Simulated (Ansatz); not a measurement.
Base system: TaGe2 in the fluorite structure (space group Fm-3m, No. 225; a = 6.192 Å; a hypothetical phase, not in the database extracts checked; relaxed with 0.1 eV smearing). Axes: x, y, z lie along the cube axes.

Method: DFT with PBEsol, PAW potentials and a 420 eV plane-wave cutoff in Ansatz (a quantum-chemistry and plane-wave program), without spin-orbit coupling.

It is then changed as follows: an isotropic linear strain of +1.59 %, atoms relaxed at fixed cell.

**Question.** Predict the stress tensor and what it implies for the stiffness.

**Answer.** Stress of the strained cell less that of the base (GPa, compression positive):
```
   -4.7     0.0     0.0
    0.0    -4.7     0.0
    0.0     0.0    -4.7
```

Then B = −ΔP/(ΔV/V₀) with ΔV/V₀ = 0.0485 gives secant stiffness values (nonlinear terms included at this strain): B ≈ 97 GPa.

As a check, the harmonic strain energy −½ V₀ Δσ:ε is 14 meV/atom; the computed energy rise is 15 meV/atom.

Whether these cells are dynamically stable was not tested. All final runs are without spin polarisation. TaGe2 has a high density of states at the Fermi level and may be magnetic at this level.
